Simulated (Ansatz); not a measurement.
Given:

```
SnS2
1.0
    3.70150     0.00000     0.00000
   -1.85075     3.20560     0.00000
    0.00000     0.00000    18.93629
Sn S
1 2
Direct
  0.00000   0.00000   0.50000
  0.33333   0.66667   0.57808
  0.66667   0.33333   0.42192
```

Method: PBE, rigid bands (plane waves, PAW, scalar-relativistic; Ansatz, a first-principles code). Cell: cell and atoms relaxed with PBE.

**Question.** What conductivity effective mass do dilute electrons have at 300 K?

**Answer.** 0.40 mₑ.

**Question.** Predict the hole conductivity mass (n e² τ/σ) at 300 K, by direction if it differs.

**Answer.** 0.55 mₑ.

**Question.** And the band gap?

**Answer.** 1.57 eV at this level; semilocal functionals usually fall short of the measured gap.

Rigid bands, one relaxation time for all states, no polarons. Spin-orbit coupling is left out; where it splits the top of the valence band it changes the hole mass and lowers the gap by about a third of the splitting.
